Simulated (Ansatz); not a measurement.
Take Si$_{3}$N$_{4}$ (space group P6_3/m, No. 176; a = 7.625 Å, c = 2.910 Å) as the base.

Structures relaxed with Ansatz (a program for electronic structure), PBEsol, PAW, cutoff 420 eV, without spin-orbit coupling.

Base:

Simulated powder pattern, Co Kα, λ = 1.79026 Å (kinematic, ideal powder, no thermal factors, no anomalous dispersion; the 10 strongest lines at most, above 2 %, up to 2θ = 90°):

```tsv
2θ (°)	I/Imax (%)	hkl
15.58	40	(100)
27.16	36	(110)
31.46	96	(200)
39.28	100	(101)
42.04	96	(120)
48.41	34	(201)
61.31	43	(301)
75.92	18	(002)
83.54	56	(321)
87.77	29	(141)
```

After one change:

Simulated powder pattern, Co Kα, λ = 1.79026 Å (kinematic, ideal powder, no thermal factors, no anomalous dispersion; the 10 strongest lines at most, above 2 %, up to 2θ = 90°):

| 2θ (°) | I/Imax (%) |
|---|---|
| 15.56 | 39 |
| 27.12 | 36 |
| 31.42 | 96 |
| 39.23 | 100 |
| 41.97 | 96 |
| 48.34 | 34 |
| 61.22 | 43 |
| 75.81 | 18 |
| 83.40 | 56 |
| 87.61 | 29 |

Task: Which of these changes matches the shifts?
A. pressure 0.3 GPa
B. pressure 3 GPa
C. pressure 10 GPa
D. pressure −1 GPa

Result: D, pressure −1 GPa. Its volume per atom is 10.51 Å³ against 10.47 Å³, and its space group is P6_3/m (No. 176).

Load acts through the strain it causes; cell and atoms are relaxed under it. Stability against distortions was not tested. Competing high-pressure phases were not computed.
